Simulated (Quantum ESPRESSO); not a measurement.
Convergence series on Tl (P6_3/mmc, 4 atoms in the cell)

```yaml
crystal:
  lattice:
    - [3.47987, 0.00000, 0.00000]
    - [-1.73994, 3.01365, 0.00000]
    - [0.00000, 0.00000, 11.17322]
  atoms:
    - { symbol: Tl, position: [0.00000, 0.00000, 0.00000] }
    - { symbol: Tl, position: [0.00000, 0.00000, 0.50000] }
    - { symbol: Tl, position: [0.33333, 0.66667, 0.25000] }
    - { symbol: Tl, position: [0.66667, 0.33333, 0.75000] }
```

Level of theory: PBE, GBRV 1.5 ultrasoft (PBE) pseudopotentials (plane waves; Quantum ESPRESSO 7.5).

The starting cell comes from a database of computed structures (which also holds hypothetical and non-ambient phases and stackings), without a prior relaxation at this level. Its lattice was rescaled by a random factor within 2.5 % of one.

Held fixed: ecutwfc = 40 Ry; ecutrho = 200 Ry; occupations = smearing; smearing = marzari-vanderbilt; degauss = 0.019992 Ry; potentials = {Tl: tl_pbe_v1.2.uspp.F.UPF}; conv_thr = 1e-09 Ry; mixing_beta = 0.3.

ΔF is the free energy per atom less that of the last row (automatic 21 21 6 0 0 0).

```csv
K_POINTS,ΔF (meV/atom),pressure (GPa),k-points,plane waves
automatic 1 1 1 0 0 0,-3224.7,-23.75,1,3403
automatic 2 2 1 0 0 0,-693.6,-1.48,2,3403
automatic 3 3 1 0 0 0,314.2,1.01,3,3403
automatic 4 4 2 0 0 0,53.4,1.24,8,3426
automatic 5 5 2 0 0 0,14.1,0.42,10,3426
automatic 6 6 2 0 0 0,10.2,0.40,14,3426
automatic 7 7 2 0 0 0,11.8,0.52,16,3426
automatic 9 9 3 0 0 0,-0.62,0.50,24,3420
automatic 10 10 3 0 0 0,-8.7,0.43,28,3420
automatic 11 11 3 0 0 0,-5.9,0.37,32,3420
automatic 12 12 4 0 0 0,2.6,0.46,57,3427
automatic 14 14 4 0 0 0,0.65,0.46,72,3427
automatic 17 17 5 0 0 0,-0.48,0.45,99,3421
automatic 21 21 6 0 0 0,0.00,0.46,192,3426
```

Energy within 1 meV/atom of the last row: from K_POINTS = automatic 14 14 4 0 0 0 on; the one before it is off by 2.6 meV/atom.

Pressure within 0.5 GPa of the last row: from K_POINTS = automatic 5 5 2 0 0 0 on; the one before it is off by 0.79 GPa. The value it settles on is 0.5 GPa at this level of theory and with the other settings as held.
